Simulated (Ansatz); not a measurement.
The starting structures come from a database of crystals and need not be the phases stable at ambient conditions.

Here is the system:

```
CELL_PARAMETERS angstrom
      2.82967     0.00000     0.00000
      0.00000     2.82967     0.00000
      1.41484    -1.41484     2.04171
ATOMIC_POSITIONS crystal
  Li 0.00000 0.00000 0.00000
  F  0.50000 0.50000 0.00000
```

Space group of this cell: I4/mmm. The cell is strained (lengths across the current scaled by 0.98, ions clamped); by r2SCAN its mean pressure is -2.0 GPa.

Transport runs along the normal of the first two printed cell vectors, the (001) (indices of the unstrained crystal) plane of the conventional cell.

The gap is the functional's own, uncorrected, and κ follows it; spin-orbit coupling is left out. Mid-gap values are interpolated between the computed energies.

Task: Predict the band gap and the smallest decay constant κ at mid-gap from r2SCAN run with Ansatz (a first-principles code).

Result: Gap 10.02 eV on a 14×14×14 mesh; κ = 0.753 1/Å, at (0.500, 0.000) of the in-plane reciprocal vectors. At the zone centre, at the nearest computed energy, the slowest state has κ = 0.91 1/Å.
